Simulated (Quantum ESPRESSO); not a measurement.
Worked example: self-consistent single point of SiO₂ (P3_121, 9 atoms in the cell) in Quantum ESPRESSO.

Computed with PW91, GBRV 1.5 ultrasoft (PBE) pseudopotentials (plane waves; Quantum ESPRESSO).

```xyz
9
Lattice="4.8442 0.0000 0.0000 -2.4221 4.1952 0.0000 0.0000 0.0000 5.3531" Properties=species:S:1:pos:R:3 pbc="T T T"
Si     1.2864     2.2280     0.0000
Si     2.2715     0.0000     1.7844
Si    -1.1357     1.9672     3.5687
O      0.3029     1.7343     4.2016
O      0.7687     3.5904     0.6329
O     -1.0716     3.0658     2.4172
O      1.3505     1.1294     1.1515
O      2.7250     2.4609     4.7202
O      3.1908     0.6048     2.9359
```

Reference input (self-consistent single point, DFT, PBE, plane waves, GBRV 1.5 ultrasoft (PBE) pseudopotentials): ecutwfc = 40 Ry; ecutrho = 200 Ry; occupations = smearing; smearing = gaussian; degauss = 0.000734986 Ry; potentials = {Si: si_pbe_v1.uspp.F.UPF, O: o_pbe_v1.2.uspp.F.UPF}; K_POINTS = automatic 4 4 3 0 0 0; conv_thr = 1e-10 Ry. This run's input differs from it in these lines:

```diff
@@ -18,2 +18,3 @@
  degauss = 0.000734986
+ input_dft = 'pw91'
 /
```

The program printed (abridged):

```
     Self-consistent Calculation

     iteration #  1     ecut=    40.00 Ry     beta= 0.70

     total energy              =    -222.82672501 Ry
     estimated scf accuracy    <       2.46717869 Ry

     iteration #  2     ecut=    40.00 Ry     beta= 0.70

     total energy              =    -223.62657848 Ry
     estimated scf accuracy    <       1.35653269 Ry

     iteration #  3     ecut=    40.00 Ry     beta= 0.70

     total energy              =    -223.83395238 Ry
     estimated scf accuracy    <       0.01585526 Ry

   [... 8 blocks of this kind left out ...]

     iteration # 12     ecut=    40.00 Ry     beta= 0.70

     total energy              =    -223.84282478 Ry
     estimated scf accuracy    <          1.2E-10 Ry

     iteration # 13     ecut=    40.00 Ry     beta= 0.70
     End of self-consistent calculation

     the Fermi energy is     6.0644 ev

!    total energy              =    -223.84282478 Ry
     estimated scf accuracy    <          3.2E-13 Ry
     smearing contrib. (-TS)   =      -0.00000000 Ry
     internal energy E=F+TS    =    -223.84282478 Ry

     convergence has been achieved in  13 iterations

     Forces acting on atoms (cartesian axes, Ry/au):

     atom    1 type  1   force =     0.00013077    0.00022650    0.00000000
     atom    2 type  1   force =    -0.00026153    0.00000000    0.00000000
     atom    3 type  1   force =     0.00013077   -0.00022650    0.00000000
     atom    4 type  2   force =     0.01456668   -0.02343874   -0.01557567
     atom    5 type  2   force =     0.01301521    0.02433449   -0.01557567
   [... lines left out ...]

     Total force =     0.077622     Total SCF correction =     0.000000

          total   stress  (Ry/bohr**3)                   (kbar)     P=      152.92
   0.00103970   0.00000000   0.00000000          152.95        0.00        0.00
   0.00000000   0.00103970   0.00000000            0.00      152.95        0.00
   0.00000000   0.00000000   0.00103928            0.00        0.00      152.88

   JOB DONE.
```

The run converged in 13 iterations. Against the reference run the pressure goes from 15.56 to 15.29 GPa, the largest force goes from 0.833 to 0.815 eV/Å and the gap on the mesh goes from 6.317 to 6.337 eV.

The starting cell comes from a database of computed structures (which also holds hypothetical and non-ambient phases and stackings), without a prior relaxation at this level. Its lattice was rescaled by a random factor within 2.5 % of one. With a pressure of about 15 GPa the cell is away from its equilibrium volume at this level.
